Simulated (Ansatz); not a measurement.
The starting structures come from a database of crystals and need not be the phases stable at ambient conditions.

Tunnelling through a barrier is set by its complex band structure: the current falls as exp(−2κd) with the smallest κ.

Consider the following.

```yaml
crystal:
  lattice:
    - [4.71077, 0.00000, 0.00000]
    - [-2.35539, 8.51697, 0.00000]
    - [0.00000, 0.00000, 12.28457]
  atoms:
    - { symbol: Cs, position: [0.25070, 0.50140, 0.25000] }
    - { symbol: Cs, position: [0.74930, 0.49860, 0.75000] }
    - { symbol: La, position: [0.00000, 0.00000, 0.00000] }
    - { symbol: La, position: [0.00000, 0.00000, 0.50000] }
    - { symbol: Cd, position: [0.53472, 0.06944, 0.25000] }
    - { symbol: Cd, position: [0.46528, 0.93056, 0.75000] }
    - { symbol: Te, position: [0.37529, 0.75058, 0.94278] }
    - { symbol: Te, position: [0.62471, 0.24942, 0.05722] }
    - { symbol: Te, position: [0.62471, 0.24942, 0.44278] }
    - { symbol: Te, position: [0.37529, 0.75058, 0.55722] }
    - { symbol: Te, position: [0.93369, 0.86738, 0.25000] }
    - { symbol: Te, position: [0.06631, 0.13262, 0.75000] }
```

Space group of this cell: Cmcm. The cell is taken as given.

Transport runs along the normal of the first two printed cell vectors.

No gap correction and no spin-orbit coupling; mid-gap values are interpolated between computed energies.

Q: Estimate the band gap and the smallest decay constant κ at mid-gap that Ansatz (a first-principles code) with r2SCAN returns for this system.

A: Gap 2.16 eV on a 8×8×4 mesh; κ = 0.174 1/Å, at the zone centre.
